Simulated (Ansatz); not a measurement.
Defect: interstitial H in amorphous Al32O48 (a melt-quenched model of 80 atoms), charge state +1. The step: a concerted move, in which O travels most (a rearrangement that moves the defect's centre by under 1 Å); the atom moves 0.74 Å along (0.02, 0.04, 0.06) of the unit cell; the moving atom starts with neighbours Al at 1.85, Al at 1.93; H at 0.98 Å and ends with Al at 1.84, Al at 1.88; H at 0.98 Å. A PBE band in Ansatz (plane-wave PAW, the Γ point alone, 80 host sites, 52 SCF runs with any check of the saddle's order, static, no finite-size correction) gives a forward barrier of 0.17 eV. The saddle point's order was not checked. The charge state is imposed; whether it is stable for some Fermi level was not computed. Sites that were not tried may lie lower. The start lies 0.95 eV above the lowest site run (PBE).

Single points at the band's start and saddle point can refine it. Rough cost of one point, in units of the band's mean SCF on the same machine:

```json
[
 {"Level": "PBE, a 2×2×2 k-point mesh shifted by half a step", "Cost of one point": "about 7"},
 {"Level": "r2SCAN at 500 eV, the Γ point alone", "Cost of one point": "about 4"},
 {"Level": "HSE06, Γ point alone", "Cost of one point": "about 20"}
]
```

Q: Which of these move the barrier by more than 0.1 eV, and how far does each move it?

A: Not one does. PBE, a 2×2×2 k-point mesh shifted by half a step: -0.01 eV; r2SCAN at 500 eV, the Γ point alone: +0.05 eV; HSE06, Γ point alone: +0.08 eV. Each functional is compared with PBE at the same k-points.

Ansatz is a quantum-chemistry and plane-wave program.
